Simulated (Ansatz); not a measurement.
The starting structures come from a database of crystals and need not be the phases stable at ambient conditions.

 Where the default PAW files enter, the runs use the earlier of Ansatz's two default sets.

Crystal: Ba2MgH6 (P-3m1, not sure to be the ambient phase, 9 atoms a cell, 14.3 Å³ an atom); planes in its conventional cell.

Calculation: r2SCAN (plane waves, PAW; Ansatz, an electronic-structure program).

The gap is the functional's own, uncorrected, and κ follows it; spin-orbit coupling is left out. Mid-gap values are interpolated between the computed energies.

```tsv
plane	area of the cell (Å²)	mid-gap κ (1/Å)	largest κ in the gap (1/Å)
(100)	25.9	0.34	0.35
(001)	28.3	…	…
```

**Question.** The slowest decay depends on the direction. Supply the withheld values.

**Answer.** 
- (001), mid-gap κ (1/Å): 0.23
- (001), largest κ in the gap (1/Å): 0.24
